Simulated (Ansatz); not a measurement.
The parent structure is a 24-atom supercell of ZnS in the zinc blende structure (space group F-43m, No. 216; a = 5.443 Å) at its relaxed geometry.

(Cell as relaxed with PBE.)

Levels (all Ansatz, an electronic-structure program, PAW): PBE (420 eV, no SOC); PBEsol (420 eV, no spin-orbit coupling).

Each level relaxes its own structure.

The change: a neutral S on a Zn site (antisite), atoms relaxed at fixed cell, starting from a slightly rattled geometry.

```tsv
quantity	PBE	PBEsol
gap of the supercell	1.20 eV	1.19 eV
shift of the gap caused by the change	-0.82 eV	-0.90 eV
largest displacement of a host atom from its site in the perfect cell	0.18 Å	0.19 Å
shift of the substituted atom off its lattice site	0.81 Å	0.81 Å
total moment of the cell	0.0 μB	0.0 μB
```

PBE's gap of the supercell lies 0.01 eV above PBEsol's; PBE's shift of the gap caused by the change lies 0.08 eV above PBEsol's; the two agree on the shift of the substituted atom off its lattice site and total moment of the cell. Neither level is exact; PBEsol is the comparison here, not a measurement.

The magnetic state is the one reached from the starting moments; the real material's order can differ, and small cells can't hold many antiferromagnetic ones. The cell is small, so the values are those of an ordered compound at a high defect concentration; dilute-limit values will differ. Starting moments died away, wholly or in part, for S on a Zn site (antisite); another magnetic solution may exist.
